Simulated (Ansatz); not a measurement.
# Effect of biaxial strain −2.00 %, plane normal [001], relaxed out of plane on CaS

The reference is CaS in the rock salt structure (space group Fm-3m, No. 225; a = 5.633 Å). Axes: x, y, z lie along the cube axes.

The change: biaxial strain −2.00 %, plane normal [001], relaxed out of plane (Cartesian); in-plane vectors clamped, the third vector and the atoms free.

Method: PBEsol (Ansatz, a first-principles code, PAW, no spin-orbit coupling). Γ-centred 10×10×10 mesh, Fermi–Dirac width 0.05 eV.

```json
[
 {"quantity": "space group", "base": "Fm-3m (No. 225)", "changed": "I4/mmm (No. 139)", "shift": "–"},
 {"quantity": "shortest interatomic distance", "base": "2.817 Å", "changed": "2.760 Å", "shift": "-0.0563 Å"},
 {"quantity": "energy relative to the base (free energy F)", "base": "0 meV/atom", "changed": "+9.3 meV/atom", "shift": "+9.3 meV/atom"},
 {"quantity": "pressure (mean of the normal stresses, compression positive)", "base": "0.00 GPa", "changed": "2.34 GPa", "shift": "+2.34 GPa"},
 {"quantity": "band gap", "base": "2.16 eV", "changed": "2.05 eV", "shift": "-0.11 eV"},
 {"quantity": "gap character", "base": "–", "changed": "indirect, Γ → X", "shift": "–"},
 {"quantity": "smallest direct gap", "base": "3.00 eV", "changed": "2.88 eV", "shift": "-0.126 eV"},
 {"quantity": "valence-band top at Γ (three highest levels, from the VBM)", "base": "0.00, 0.00, 0.00 eV", "changed": "0.00, 0.00, -0.04 eV", "shift": "–"},
 {"quantity": "valley order (the lowest conduction-band minima on the path, energy above the VBM, named in the base's zone)", "base": "X along ⟨100⟩ 2.16 eV", "changed": "X along [100] 2.05 eV; X along [001] 2.07 eV", "shift": "–"},
 {"quantity": "out-of-plane strain", "base": "–", "changed": "+0.68 %", "shift": "–"},
 {"quantity": "ratio −ε⊥/ε∥", "base": "–", "changed": "0.34", "shift": "–"},
 {"quantity": "mean in-plane stress (compression positive)", "base": "–", "changed": "+3.5 GPa", "shift": "–"}
]
```

Whether these cells are dynamically stable was not tested. k-point labels follow each cell's own Brillouin zone.
